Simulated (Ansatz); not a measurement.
The starting structures come from a database of crystals and need not be the phases stable at ambient conditions.

 Where the default PAW files enter, the runs use the earlier of Ansatz's two default sets.

By PBEsol, the system below comes out a metal.

```
CELL_PARAMETERS angstrom
      2.73098     0.00000     0.00000
     -1.36549     2.36510     0.00000
      0.00000     0.00000     4.42849
ATOMIC_POSITIONS crystal
  Rh 0.66667 0.33333 0.75000
  Rh 0.33333 0.66667 0.25000
```

Space group of this cell: P6_3/mmc, hcp (Mg type). The cell is taken as given; by PBEsol its mean pressure is -13.7 GPa.

Level of theory: PBEsol (plane waves, PAW; Ansatz, an electronic-structure program).

The current runs along the normal of the first two printed vectors; no spin-orbit coupling. Scaled by the factor s: the length along the current (ions clamped). Meshes 24×24×14 and 42×42 across the current in all rows.

```tsv
s	mean pressure (GPa)	ballistic conductance per area (both spins) (× 10¹⁵ S/m²)
0.97	-6.0	2.24
1.00	-13.7	2.35
1.03	-19.5	?
```

Q: Take the slope of the ballistic conductance per area (both spins) against ln s from the two given rows, extrapolate to s = 1.03, and say what the run there gives.

A: Slope = (2.24 − 2.35) / ln 0.97 = 3.61 × 10¹⁵ S/m². The line gives 2.35 + (3.61) × ln 1.03 = 2.46 × 10¹⁵ S/m². The run gives 2.32 × 10¹⁵ S/m², 0.14 × 10¹⁵ S/m² under the line, 128 % of the predicted step.
